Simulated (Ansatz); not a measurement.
**CsGeBr3 (within 0.1 Å of R3m, No. 160, 5 atoms in the cell; start mp-642739)**

The numbers are results of PBEsol (Ansatz, a first-principles code, PAW), not measurements.

Settings: plane-wave cutoff 520 eV, 6×6×6 k mesh, Fermi–Dirac smearing 0.01 eV, scalar-relativistic PAW data made under PBE.

Cell (relaxed at this level):

```xyz
5
Lattice="3.9250 -3.8845 0.0573 3.9250 3.8845 0.0573 -0.1658 0.0000 5.5194" Properties=species:S:1:pos:R:3 pbc="T T T"
Cs     6.9412     0.0000     3.4231
Ge     2.9555     0.0000     0.7034
Br     3.0400     0.0000     3.2913
Br     5.1259     1.9853     0.6212
Br     5.1259    -1.9853     0.6212
```

For CsGeBr3 (within 0.1 Å of R3m, No. 160, 5 atoms in the cell; start mp-642739), the band gap is 0.62 eV. The direct gap at Γ is 5.26 eV.

Spin–orbit coupling is not included.

The computed numbers hold no vibrational or temperature effects.

The result took around 27 core-seconds (rough).

A start named mp-… is a Materials Project structure, which need not be a measured phase.
